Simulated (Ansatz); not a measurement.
## rock-salt LiF (1 1 0) on silicon (1 1 0) (film strained to the substrate, started from cuts of the bulks and a machine-learned relaxation; metallic at this level, with no gap by band count; slabs Si16 and F16Li16, which can lie off the formulas)

A periodic stack without vacuum, rock-salt LiF (1 1 0) on silicon (1 1 0) (film strained to the substrate, started from cuts of the bulks and a machine-learned relaxation; metallic at this level, with no gap by band count; slabs Si16 and F16Li16, which can lie off the formulas): substrate slab Si16, film F16Li16, surface cells [[0, -1], [1, -1]] and [[1, 0], [1, 2]], film strained by -4.9 and -4.9 %, outermost planes Si/Si and FLi/FLi as cut, which need not be the usual terminations and can put a slab off its formula.

The start was prepared with a machine-learned potential, and the result is one local minimum, with the in-plane cell held and forces under 0.04 eV/Å; the film can end far from its bulk form.

Values marked by level come from PBE (plane waves to 420 eV, PAW; Ansatz, a program for electronic structure); HSE06 (plane waves to 420 eV, PAW; Ansatz). Geometries and values that name no level are of the first. Scalar-relativistic, without spin–orbit coupling; PBE gaps are too small against experiment. Its k-point mesh 7×4×1, Fermi–Dirac width 0.05 eV. HSE06 ran on meshes of its own (6×6×6, 4×4×5); its edges and gaps are taken over the mesh and over extra points off it, mostly where PBE has its edges.

interface area: 21.2 Å²
period: 29.94 Å
heights between the nearest atoms of the two slabs at the two interfaces: 2.68 and 2.98 Å
valence offset, film less substrate (PBE): -2.48 eV
valence offset, film less substrate (HSE06 edges on the PBE line-up): -3.87 eV
conduction offset (HSE06 edges on the PBE line-up): +6.51 eV
spin-polarised check at this geometry: falls back to no moment

```
CELL_PARAMETERS angstrom
      3.86767     0.00041    -0.03935
      3.86827     5.46919     0.07611
      0.33561    -0.26672    29.93775
ATOMIC_POSITIONS crystal
  Si 0.26756 0.50909 0.11822
  Si 0.52068 0.75582 0.12038
  Si 0.18086 0.09278 0.07270
  Si 0.47445 0.29953 0.04873
  Si 0.27132 0.50547 0.24880
  Si 0.52165 0.75512 0.24917
  Si 0.26487 0.01138 0.18457
  Si 0.51439 0.26181 0.18381
  Si 0.27847 0.49765 0.37804
  Si 0.52853 0.74764 0.37861
  Si 0.27587 0.00088 0.31374
  Si 0.52612 0.25060 0.31338
  Si 0.21756 0.55992 0.49050
  Si 0.51094 0.76608 0.51328
  Si 0.28781 0.98614 0.44407
  Si 0.54181 0.23245 0.44220
  F  0.80083 0.95191 0.60536
  F  0.30095 0.45046 0.60272
  F  0.55457 0.69656 0.65275
  F  0.05262 0.19855 0.65260
  F  0.30733 0.44339 0.70224
  F  0.80717 0.94347 0.70253
  F  0.06094 0.18954 0.75191
  F  0.56118 0.68930 0.75191
  F  0.81517 0.93532 0.80129
  F  0.31522 0.43525 0.80122
  F  0.56933 0.68127 0.85073
  F  0.06937 0.18123 0.85089
  F  0.32335 0.42745 0.90033
  F  0.82437 0.92645 0.90049
  F  0.07852 0.17241 0.94884
  F  0.57668 0.67414 0.94917
  Li 0.05241 0.69857 0.65033
  Li 0.55378 0.19711 0.65044
  Li 0.30148 0.94983 0.60811
  Li 0.79891 0.45153 0.60891
  Li 0.56103 0.18939 0.75131
  Li 0.06100 0.68942 0.75134
  Li 0.80751 0.44315 0.70351
  Li 0.30725 0.94328 0.70319
  Li 0.06902 0.68157 0.84978
  Li 0.56951 0.18108 0.84983
  Li 0.31537 0.93512 0.80181
  Li 0.81514 0.43534 0.80177
  Li 0.57557 0.17551 0.94392
  Li 0.07968 0.67171 0.94490
  Li 0.82363 0.42737 0.90273
  Li 0.32495 0.92597 0.90273
```
